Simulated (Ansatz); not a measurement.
**CdSe under a change: pressure 22.5 GPa**

Take CdSe in the zinc blende structure (space group F-43m, No. 216; a = 6.196 Å) as the base.

Modification: a hydrostatic pressure of 22.5 GPa.

Method: plane-wave PAW DFT at the PBE level (Ansatz, a first-principles code, 420 eV), no SOC. Γ-centred 9×9×9 mesh, Fermi–Dirac width 0.05 eV.

```tsv
quantity	base	changed	shift
volume per atom	29.74 Å³	22.73 Å³	-7.003 Å³
shortest interatomic distance	2.683 Å	2.453 Å	-0.230 Å
enthalpy H = E + PV relative to the base's energy	–	+3.57 eV/atom	–
band gap	0.49 eV	1.02 eV	+0.523 eV
gap character	direct at Γ	direct at Γ	–
width of the top valence band	1.98 eV	3.12 eV	+1.14 eV
electron mass	0.052 mₑ (at Γ)	0.086 mₑ (at Γ)	–
hole mass (degenerate bands, along [100])	0.054, 0.73, 0.73 mₑ (at Γ)	0.090, 0.49, 0.49 mₑ (at Γ)	–
```

Cost of the whole job for the changed cell (relaxation, final SCF and bands): very roughly 21 core-seconds.

Load acts through the strain it causes; cell and atoms are relaxed under it. Effective masses come from finite differences of ±0.01 Å⁻¹. Whether these cells are dynamically stable was not tested. Tetrahedral semiconductors of this kind turn to denser phases somewhere between about 1 and 50 GPa; those were not computed, so compressed cells here can lie past the real transition.
